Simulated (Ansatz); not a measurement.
## Ti5Si3 under a change: strain tensor (xx, yy, zz, yz, xz, xy) = (+0.01, −0.36, −0.37, −0.21, +1.18, −0.07) %

Consider Ti5Si3 (space group P6_3/mcm, No. 193; a = 7.404 Å, c = 5.069 Å). Axes: x lies along a and z along c of the hexagonal cell.

One thing is altered: the symmetric strain tensor [0.0001 -0.0006 0.0118; -0.0006 -0.0036 -0.0021; 0.0118 -0.0021 -0.0037], atoms relaxed at fixed cell.

Method: PBEsol in Ansatz (plane waves to 420 eV, PAW, scalar-relativistic without spin-orbit coupling). k-mesh 6×6×8 (Γ-centred); smearing 0.05 eV (Fermi–Dirac).

The volume per atom shrinks by 0.11 Å³ to 14.93 Å³ and the shortest interatomic distance decreases by 0.009 Å, from 2.534 Å to 2.525 Å. The energy increases by 3.2 meV/atom and the pressure (mean of the normal stresses, compression positive) goes from zero to 1.1 GPa. The band gap stays zero and the largest internal atomic displacement comes out as 0.028 Å. The stress (xx, yy, zz, yz, xz, xy; compression positive) is (0.7, 1.3, 1.4, 0.4, -2.4, 0.1) GPa (rough).

Final structure:

```yaml
crystal:
  lattice:
    - [7.40428, -0.00481, 0.08736]
    - [-3.70631, 6.39098, -0.05715]
    - [0.05981, -0.01064, 5.05018]
  atoms:
    - { symbol: Ti, position: [0.33268, 0.66559, 0.99998] }
    - { symbol: Ti, position: [0.66732, 0.33441, 0.00002] }
    - { symbol: Ti, position: [0.66607, 0.33251, 0.50002] }
    - { symbol: Ti, position: [0.33393, 0.66749, 0.49998] }
    - { symbol: Ti, position: [0.24996, 0.00008, 0.25553] }
    - { symbol: Ti, position: [0.75004, 0.99992, 0.74447] }
    - { symbol: Ti, position: [0.24833, 0.24848, 0.75188] }
    - { symbol: Ti, position: [0.75167, 0.75152, 0.24812] }
    - { symbol: Ti, position: [0.00023, 0.24904, 0.24643] }
    - { symbol: Ti, position: [0.99977, 0.75096, 0.75357] }
    - { symbol: Si, position: [0.60769, 0.00003, 0.24665] }
    - { symbol: Si, position: [0.39231, 0.99997, 0.75335] }
    - { symbol: Si, position: [0.60717, 0.60723, 0.74890] }
    - { symbol: Si, position: [0.39283, 0.39277, 0.25110] }
    - { symbol: Si, position: [0.00009, 0.60740, 0.25212] }
    - { symbol: Si, position: [0.99991, 0.39260, 0.74788] }
```

Without a gap, meshes like the base's 6×6×8 leave anisotropic stresses uncertain by several tenths of a GPa, and small strain energies with them. Stability against distortions was not tested. The final runs are not spin-polarised.

Ansatz is a program for electronic structure.
